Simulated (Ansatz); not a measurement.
# Response to strain and stress in hypothetical R-3m KTlS2

Start from KTlS$_{2}$ (space group R-3m, No. 166; a hypothetical phase, not in the database extracts checked).

```xyz
4
Lattice="1.9919 1.1500 7.2358 -1.9919 1.1500 7.2358 0.0000 -2.3001 7.2358" Properties=species:S:1:pos:R:3 pbc="T T T"
Tl     0.0000     0.0000     0.0000
K      0.0000     0.0000    10.8537
S      0.0000     0.0000     5.7676
S      0.0000     0.0000    15.9399
```

Cartesian axes are those of the cell as printed.

Strains are applied to the cell and any free atomic positions relax; under stress the whole cell relaxes.

Level of theory: Kohn–Sham DFT with the PBEsol functional, run in Ansatz (an electronic-structure program) with PAW and 420 eV plane waves, no SOC.

For the base:

```
Quantity    Value
--------  -------
Band gap  0.89 eV
```

Q: The aim is a band gap between 0.73 eV and 0.80 eV. Which of these changes reaches it?
(A) strain tensor (xx, yy, zz, yz, xz, xy) = (+0.68, +2.27, −0.06, +1.52, +0.85, +0.00) %
(B) uniaxial stress, 0.5 GPa tension along z
(C) uniaxial strain ε_zz = +1.45 %

A: A, strain tensor (xx, yy, zz, yz, xz, xy) = (+0.68, +2.27, −0.06, +1.52, +0.85, +0.00) %. It gives 0.76 eV; uniaxial stress, 0.5 GPa tension along z gives 0.88 eV; uniaxial strain ε_zz = +1.45 % gives 0.85 eV. Changes not listed may reach it too

Spin-orbit coupling, missing from the scalar runs, can matter with Tl. Stability under load was not tested beyond the relaxation.
